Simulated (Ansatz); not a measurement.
System: SnO₂ (P4₂/mnm, No. 136, 12 atoms in the cell; start mp-1041584). Method: HSE06+SOC in Ansatz (plane waves, PAW).

Settings: plane-wave cutoff 460 eV, 6×6×6 k mesh, Fermi–Dirac smearing 0.01 eV, PAW data made under PBE.

Cell (relaxed with PBEsol):

```cif
data_O4Sn2
_chemical_formula_sum 'Sn2 O4'
_space_group_name_H-M_alt 'P42/mnm'
_space_group_IT_number 136
_space_group_name_Hall '-P 4n 2n'
_cell_length_a 4.76944
_cell_length_b 4.76944
_cell_length_c 3.21181
_cell_angle_alpha 90.000
_cell_angle_beta 90.000
_cell_angle_gamma 90.000
loop_
_atom_site_label
_atom_site_type_symbol
_atom_site_symmetry_multiplicity
_atom_site_Wyckoff_symbol
_atom_site_fract_x
_atom_site_fract_y
_atom_site_fract_z
_atom_site_occupancy
Sn1 Sn 2 a 0.00000 0.00000 0.00000 1
O1 O 4 g 0.19372 0.19372 0.50000 1
```
(The calculation used a cell of 12 atoms; values per cell refer to that cell.)

Question: Estimate the band gap that the calculation returns.

Answer: 
- band gap: 2.76 eV (on the SCF k mesh) (direct)

Note: cell and atoms aren't relaxed at this level (largest force component 0.04 eV/Å, pressure -3.0 GPa).

Static lattice: no zero-point or thermal effects.

A start named mp-… is a Materials Project structure, which need not be a measured phase.

Ansatz is a program for electronic structure.
